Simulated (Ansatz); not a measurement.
An Ansatz (a first-principles code) run: hypothetical CdI2 type SiO2 with a change (pressure −1 GPa); PBE-D3(BJ) in Ansatz (plane waves to 420 eV, PAW, no spin-orbit coupling), earlier PAW set.

Input:

Ansatz 0.2 input:
```yaml
crystal:
  lattice:
    - [2.6860723285, 0, 0]
    - [-1.3430361643, 2.3262068729, 0]
    - [0, 0, 4.601752049]
  atoms:
    - { symbol: Si, position: [0, 0, 0] }
    - { symbol: O, position: [0.6666666667, 0.3333333333, 0.1989720255] }
    - { symbol: O, position: [0.3333333333, 0.6666666667, 0.8010279745] }
basis: { ecutwfc: 420, ecutrho_ratio: 4, xc_grid: 2, fft_grid_basis: typed }
kpoints: { mp_grid: { grid: [14, 14, 7] } }
hamiltonian:
  xc: pbe
  dispersion: d3bj
  pseudopotentials: { azcp: { folder: ./paw }, kind: paw }
scf: { occupations: { method: fermi_dirac, width: 0.05 } }
relax: { f_tol: 0.01, max_steps: 60, cell: { stress_tol: 0.02, p_target: -1.0 } }
output: { forces: true, stress: true }
checkpoint: { write: state.ck, write_every: 1000 }
```

Output (explanatory and most iteration lines left out):

```
Relaxation: its limit of steps is 60 (relax.max_steps)
Pseudopotential: Si, paw, valence charge 4
Pseudopotential: O, paw, valence charge 6
Crystal: 3 atoms, lattice volume = 28.753 Å³
Basis set: ecut = 420 eV, 549 PW (Γ), exchange–correlation on 36×36×64 points (8 copies of the dense FFT grid, shifted against one another)
Bands: 12, of which v1, the nominal top of the filled ones, is band 8 counted from 1 (7 counted from 0)
Symmetry: 12 space group operations
Space group: P-3m1 (ITA 164), of the structure as read, at distance tolerance 3.1e-5 Å
k-points: 144 of 1372
Functional: x = pbe(κ = 0.804, μ = 0.2195149727645171), c = pbe(β = 0.06672455060314922)
SCF iter   1: F=—  HF=-1774.612419 eV  |F-HF|=—  |Δ(HF+E_count)|=         —  Δρ=1.20e-1  dr2=3.48e0  ethr=3.10e-3  ⟨swp⟩=6.5  Hψ=12886  notcnv=0
SCF iter   2: F=—  HF=-1773.694511 eV  |F-HF|=—  |Δ(HF+E_count)|=   9.18e-1  Δρ=3.67e-2  dr2=2.58e-1  ethr=3.10e-3  ⟨swp⟩=3.0  Hψ=4928  notcnv=0
SCF 1 converged in 7 iterations: F = -1773.686715 eV  dr2 = 9.28e-10
relax step   1: F+E_penalty+E_count = -1773.68671497 eV  Δ(F+E_penalty+E_count) = +0.000e0 eV  max|allowed force component| = 1.452e-5 eV/Å  Δτ_max = 0.0000 Å  P = +0.001 GPa  Ω = 28.753 Å³  (7 SCF iters, dr2 threshold 1.00e-7 eV, accepted)
[... steps on the carried basis left out ...]
relax step  12: F+E_penalty+E_count = -1773.68333078 eV  Δ(F+E_penalty+E_count) = -6.750e-5 eV  max|allowed force component| = 6.619e-5 eV/Å  Δτ_max = 0.0000 Å  P = -0.998 GPa  Ω = 29.760 Å³  stress off target by 6.04e-3 GPa  SCF on the basis re-selected at this cell (its energy is not comparable with the rows above)  (5 SCF iters)
SCF converged after 5 iterations
Free energy (F): -1773.683331 eV
Internal energy: -1773.683331 eV  (E = F + TS)
E sigma→0 (E₀):  -1773.683331 eV
Fermi energy:    8.634809 eV
  E_disp       = -0.539753  (pairwise vdW)
--- Forces (eV/Å), atoms counted from 1 ---
  atom   1  Si    -0.00000000    -0.00000000     0.00000000
  atom   2  O     -0.00000000    -0.00000000     0.00006619
  atom   3  O      0.00000000     0.00000000    -0.00006619
--- Stress (GPa, compression-positive) ---
       -1.000341       0.000000       0.000000
        0.000000      -1.000341      -0.000000
        0.000000      -0.000000      -0.993959
  P = ⅓ Tr σ = -0.9982 GPa (-9.982 kbar)
--- Relaxed structure (8 steps of the walk, 8 accepted, 4 SCFs on fresh bases) ---
  cell:  # Å, volume = 29.7605 Å³
    - [2.690112980668736, 2.8910952599095492e-11, 5.309321999616044e-18]
    - [-1.3450564903594056, 2.329706180294947, -1.2160538496282665e-18]
    - [9.095876954291974e-18, 2.8458833470144335e-18, 4.748630274608269]
  atoms:
    - { symbol: Si, position: [-1.384830243414951e-35, -2.973207316905303e-34, -2.4738670597368814e-19] }
    - { symbol: O, position: [0.6666666666666666, 0.33333333333333337, 0.19287839577731739] }
    - { symbol: O, position: [0.33333333333333326, 0.6666666666666667, 0.8071216042226829] }
```

Load acts through the strain it causes; cell and atoms are relaxed under it. Stability against distortions was not tested. The cell was made from SiO2 in the CdI2 type structure (space group P-3m1, No. 164; a hypothetical phase, not in the database extracts checked; layered, stacked along the Cartesian z axis) by this change: pressure −1 GPa.
